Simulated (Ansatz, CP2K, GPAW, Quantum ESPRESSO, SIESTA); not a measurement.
## ScPb3 (I4/mmm, 4 atoms in the cell) computed with different codes at matched settings

Self-consistent single point.

```
ScPb3
1.0
   -2.26730     2.26730     5.52468
    2.26730    -2.26730     5.52468
    2.26730     2.26730    -5.52468
Sc Pb
1 3
Direct
  0.00000   0.00000   0.00000
  0.75000   0.25000   0.50000
  0.25000   0.75000   0.50000
  0.50000   0.50000   0.00000
```

All programs got the same cell, k-point mesh and kind of occupations (in Ansatz's words: kpoints.mp_grid.grid = 7 7 7; scf.occupations.method = gaussian; scf.occupations.width = 0.05 eV); potentials, basis and cutoffs are each program's usual ones.

| code | model | pressure (GPa) | k-points | cutoff |
|---|---|---|---|---|
| SIESTA | LDA PW92, numerical atomic orbitals DZP, PseudoDojo LDA standard norm-conserving potentials (rewritten from UPF to PSML) | -4.71 | 172 | grid 400 Ry |
| Quantum ESPRESSO | LDA (PZ), GBRV 1.5 ultrasoft (LDA) pseudopotentials | -4.90 | 40 | 50 Ry |
| CP2K | LDA (Pade form), GPW, DZVP-MOLOPT-SR-GTH basis, GTH-PADE potentials (GTH_POTENTIALS) | -5.44 | 172 | grid 600 Ry |
| GPAW | LDA (Perdew-Wang 92), GPAW PAW datasets LDA (gpaw-data 1.0.1) | -5.00 | 40 | 800 eV |
| Ansatz | LDA (PW92), PAW files made with PBE | -4.74 | 40 | 420 eV |

The spread over the programs that give each value: pressure within 0.73 GPa.

The starting cell comes from a database of computed structures (which also holds hypothetical and non-ambient phases and stackings), without a prior relaxation at this level. On Ansatz's run: Spin-orbit coupling is off. In the base run, with a pressure of about -5 GPa the cell is away from its equilibrium volume at this level.

Task: Why do the programs differ, and what cannot be compared?

Result: Differences of this kind can come from the potentials, where these differ, and from what each basis and cutoff leave unconverged. The valence holds different numbers of electrons (SIESTA 53, Quantum ESPRESSO 53, CP2K 23, GPAW 53, Ansatz (a first-principles code) 53). The zero of total energies and Fermi levels follows the potentials and each program's conventions, so they are not compared here. SIESTA and CP2K use small atom-centred bases, whose incompleteness enters pressures, forces and empty levels differently from a plane-wave cutoff. Ansatz's pressure is given at a fixed set of plane waves, as the other plane-wave codes print theirs. The same LDA comes in different parametrisations, which differ slightly. The programs reduce the same mesh by symmetry to different extents, which changes the work and not the result.

Left out of this page: ABINIT (stopped by limits of time or memory); Elk and FLEUR (not drawn, or without a comparable value).

Keys are those of Ansatz 0.2.
